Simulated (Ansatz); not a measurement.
**TiC, response to strain**

Take TiC in the rock salt structure (space group Fm-3m, No. 225; a = 4.333 Å; relaxed with 0.1 eV smearing) as the base.

Strains are applied to the cell and any free atomic positions relax.

Calculations: Ansatz (a program for electronic structure) PBE, without spin-orbit coupling.

Notes on the quantities. energy relative to the base: free energy F.

| variant | pressure | energy relative to the base | volume per atom |
|---|---|---|---|
| base | 0.0 GPa | 0 meV/atom | 10.17 Å³ |
| isotropic strain −3.00 % | 27.5 GPa | +71 meV/atom | 9.28 Å³ |
| isotropic strain −2.50 % | 22.1 GPa | +48 meV/atom | 9.43 Å³ |
| isotropic strain −2.00 % | 17.1 GPa | +30 meV/atom | 9.57 Å³ |
| isotropic strain −1.00 % | 8.0 GPa | +7.4 meV/atom | 9.87 Å³ |
| isotropic strain +0.50 % | -3.6 GPa | +1.8 meV/atom | 10.32 Å³ |
| isotropic strain +1.00 % | (withheld) | (withheld) | 10.48 Å³ |
| isotropic strain +1.50 % | -10.2 GPa | +15 meV/atom | 10.63 Å³ |
| isotropic strain +2.50 % | -16.0 GPa | +41 meV/atom | 10.95 Å³ |
| isotropic strain +3.00 % | -18.6 GPa | +59 meV/atom | 11.11 Å³ |

**Question.** What belongs in the blanks?

**Answer.** 
- isotropic strain +1.00 %, pressure: -7.0 GPa
- isotropic strain +1.00 %, energy relative to the base: +6.9 meV/atom

Stability against distortions was not tested. The final runs are not spin-polarised.
